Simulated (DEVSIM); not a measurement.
Structure: abrupt Si p-n junction, at 250 K.

Layer 1 from the left is Si, thickness (μm) 0.420, Na (cm⁻³) 1.4e17, τn (s) 0.0001, τp (s) 0.0001. Layer 2 from the left is Si, thickness (μm) 6.90, Nd (cm⁻³) 1.6e15, τn (s) 0.0001, τp (s) 0.0001.

Left contact: ohmic. Right contact: ohmic. Voltage is applied to the left contact. Recombination: SRH at mid-gap, Auger. Mobility is μmin + (μ − μmin)/(1 + (N/Nref)^α).

This is a model device: material constants are rounded textbook-type values typed into the input, and sizes, dopings and lifetimes were drawn at random. Values at 300 K; Nc and Nv go as T^1.5, mobilities as T to minus their exponent, the gap by Varshni's rule with the affinity fixed.

Si: gap (eV) 1.124, affinity (eV) 4.05, permittivity 11.7, Nc (cm⁻³) 2.86e19, Nv (cm⁻³) 3.1e19, μn (cm²/Vs) 1417, μp (cm²/Vs) 470, μn,min 52, μp,min 45, Nref,n 9.7e16, Nref,p 2.2e17, αn 0.68, αp 0.72, T exponent of μn 2.3, T exponent of μp 2.2, Cn (cm⁶/s) 2.8e-31, Cp (cm⁶/s) 9.9e-32, Varshni α (eV/K) 0.000473, Varshni β (K) 636.

Simulated with DEVSIM: 1D drift-diffusion, Boltzmann statistics, complete ionisation; no tunnelling, impact ionisation, image-force lowering or self-heating.

Dark forward current:

```csv
|V| (V),|J| (A/cm²)
0.05,1.020e-12
0.10,5.420e-12
0.15,3.221e-11
0.20,2.451e-10
0.25,2.208e-9
0.30,2.144e-8
0.35,2.142e-7
0.40,2.160e-6
0.45,2.185e-5
0.50,0.0002212
0.55,0.002238
0.60,0.02259
0.65,0.2251
0.70,2.052
0.75,14.03
0.80,64.88
0.85,204.9
0.90,474.1
0.95,884.4
1.00,1428
1.05,2086
```

### Question
Work out the local ideality factor n = ΔV / (kT/q · ln(J2/J1)) between the rows 0.10 and 0.15 V, 0.45 and 0.50 V, 1.00 and 1.05 V.

### Answer
kT/q = 21.54 mV. From 0.10 to 0.15 V: ln(3.221e-11/5.420e-12) = 1.782, n = 1.30. From 0.45 to 0.50 V: ln(0.0002212/2.185e-5) = 2.315, n = 1.00, near the 1 of diffusion or emission over a barrier. From 1.00 to 1.05 V: ln(2086/1428) = 0.379, n = 6.13.

### Question
Estimate the current at 0.45 V from the Shockley equation with J0 = Σ q ni² D/(N L) coth(W/L), τ joining the SRH, radiative and Auger lifetimes that are on, and W taken as the whole layer.

### Answer
ni² = 6.36e15 cm⁻⁶; electrons in the p layer: μ = 988 cm²/Vs, D = 21.3 cm²/s, τ = 8.37e-5 s, L = 422 μm, W/L = 0.00099, term 3.69e-15 A/cm²; holes in the n layer: μ = 684 cm²/Vs, D = 14.7 cm²/s, τ = 1.00e-4 s, L = 384 μm, W/L = 0.018, term 1.36e-14 A/cm². J0 = 1.73e-14 A/cm², and J = J0 exp(qV/kT) = 2.05e-5 A/cm². The simulation gives 2.18e-5 A/cm²; the estimate lies 6.3 % below. The estimate leaves out recombination in the depletion region and that region's share of W.
